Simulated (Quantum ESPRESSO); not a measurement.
## A series of runs on HfAu2 (I4/mmm, 3 atoms in the cell)

HfAu2 has the tetragonal space group I4/mmm (No. 139), Pearson symbol tI6. Conventional cell: a = 3.5457 Å, b = 3.5457 Å, c = 8.7126 Å, α = 90.00°, β = 90.00°, γ = 90.00°. Hf on 2a is coordinated by 10 Au at 2.898–2.900 Å and 4 Hf at 3.546 Å. Au on 4e is coordinated by 5 Au at 2.891–2.916 Å and 5 Hf at 2.898–2.900 Å. (Neighbours: up to the widest gap in distance over summed covalent radii, below 1.35, at either atom.)
(The calculation used a cell of 3 atoms; values per cell refer to that cell.)

Base run A: LDA (PZ), GBRV 1.5 ultrasoft (LDA) pseudopotentials (Quantum ESPRESSO 7.5), self-consistent single point.

Its settings: ecutwfc = 40 Ry; ecutrho = 320 Ry; occupations = smearing; smearing = marzari-vanderbilt; degauss = 0.0036749 Ry; potentials = {Hf: hf_lda_v1.uspp.F.UPF, Au: au_lda_v1.uspp.F.UPF}; K_POINTS = automatic 12 12 12 1 1 1; conv_thr = 1e-10 Ry; mixing_beta = 0.7.

The starting cell comes from a database of computed structures (which also holds hypothetical and non-ambient phases and stackings), without a prior relaxation at this level. In the base run, with a pressure of about -8 GPa the cell is away from its equilibrium volume at this level.

ΔF is the free energy per atom less that of run A. 

```json
[
 {"run": "A", "degauss": "0.0036749 Ry", "ΔF (meV/atom)": "0.00", "pressure (GPa)": "-7.98", "largest force (eV/Å)": "0.020", "TS (meV/atom)": "0.0"},
 {"run": "B", "degauss": "0.000146997 Ry", "ΔF (meV/atom)": "0.00", "pressure (GPa)": "-7.98", "largest force (eV/Å)": "0.019", "TS (meV/atom)": "0.0"},
 {"run": "C", "degauss": "0.000734986 Ry", "ΔF (meV/atom)": "0.00", "pressure (GPa)": "-7.98", "largest force (eV/Å)": "0.019", "TS (meV/atom)": "0.0"},
 {"run": "D", "degauss": "0.0018375 Ry", "ΔF (meV/atom)": "-0.01", "pressure (GPa)": "-7.98", "largest force (eV/Å)": "0.020", "TS (meV/atom)": "0.0"},
 {"run": "E", "degauss": "0.0073499 Ry", "ΔF (meV/atom)": "-0.16", "pressure (GPa)": "-7.97", "largest force (eV/Å)": "0.018", "TS (meV/atom)": "0.6"},
 {"run": "F", "degauss": "0.011025 Ry", "ΔF (meV/atom)": "-0.63", "pressure (GPa)": "-7.95", "largest force (eV/Å)": "0.015", "TS (meV/atom)": "1.9"},
 {"run": "G", "degauss": "0.0147 Ry", "ΔF (meV/atom)": "-1.38", "pressure (GPa)": "-7.93", "largest force (eV/Å)": "0.010", "TS (meV/atom)": "3.5"},
 {"run": "H", "degauss": "0.02205 Ry", "ΔF (meV/atom)": "-3.4", "pressure (GPa)": "-7.91", "largest force (eV/Å)": "0.003", "TS (meV/atom)": "6.4"},
 {"run": "I", "degauss": "0.036749 Ry", "ΔF (meV/atom)": "-7.4", "pressure (GPa)": "-7.91", "largest force (eV/Å)": "0.015", "TS (meV/atom)": "9.1"},
 {"run": "J", "degauss": "0.058799 Ry", "ΔF (meV/atom)": "-13.1", "pressure (GPa)": "-7.87", "largest force (eV/Å)": "0.067", "TS (meV/atom)": "16.5"}
]
```

Run F against A: The free energy stays essentially unchanged (within 1 meV/atom), the pressure hardly changes (-7.98 to -7.95 GPa) and the largest force goes from 0.020 to 0.015 eV/Å.

Run G against A: The free energy goes down by 1.4 meV/atom, the pressure hardly changes (-7.98 to -7.93 GPa) and the largest force goes from 0.020 to 0.010 eV/Å.

Run B against A: The free energy hardly moves (within 1 meV/atom), the pressure stays at -7.98 GPa and the largest force hardly changes (0.020 to 0.019 eV/Å).
